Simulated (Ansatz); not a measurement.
**What O → Te does to Cu2O**

The parent structure is Cu₂O (space group Pn-3m, No. 224; a = 4.244 Å).

Modification: every O is replaced by Te, then cell and atoms are relaxed.

Method: Kohn–Sham DFT with the r2SCAN functional, run in Ansatz (a quantum-chemistry and plane-wave program) with PAW and 500 eV plane waves, spin-orbit coupling left out, earlier PAW set. Γ-centred 6×6×6 mesh, Fermi–Dirac width 0.05 eV, for the changed cell.

| quantity | base | changed | shift |
|---|---|---|---|
| volume per atom | 12.74 Å³ | 29.03 Å³ | +16.285 Å³ |
| density | 6.22 g/cm³ | 4.86 g/cm³ | -1.36 g/cm³ |
| lattice parameter a | 8.021 bohr | 10.553 bohr | +2.5326 bohr |
| shortest interatomic distance | 3.473 bohr | 4.570 bohr | +1.097 bohr |
| band gap | 0.79 eV | 2.25 eV | +1.46 eV |
| electron mass (degenerate bands, along [100]) | – | 0.20, 0.74 mₑ (at Γ) | – |

With Te present, leaving out spin-orbit coupling can change the band edges. Masses are band curvatures over ±0.01 Å⁻¹ around the edge. No phonon test of stability was made. As relaxed here, Cu2Te is a hypothetical phase, not in the database extracts checked. No Hubbard U is applied. All final runs are without spin polarisation.
